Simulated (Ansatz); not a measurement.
Base system: Rb3InCl6 (space group Fm-3m, No. 225; a = 11.1278 Å; a cell from a computed database, its experimental status unchecked). Axes: x, y, z lie along the cube axes.

Method: r2SCAN (Ansatz, a program for electronic structure, PAW, no spin-orbit coupling).

It is then changed as follows: the cell is compressed by 3.67 % along z with no lateral relaxation, atoms relaxed at fixed cell.

### Question
Predict the stress tensor and what it implies for the stiffness.

### Answer
Stress of the strained cell less that of the base (GPa, compression positive):
```
   0.24    0.00    0.00
   0.00    0.24    0.00
   0.00    0.00    2.04
```

Then −Δσ_ii/ε with ε = -0.0367 gives secant stiffness values (nonlinear terms included at this strain): C33 ≈ 56 GPa.

As a check, the harmonic strain energy −½ V₀ Δσ:ε is 8.1 meV/atom; the computed energy rise is 7.4 meV/atom.

No phonon test of stability was made.
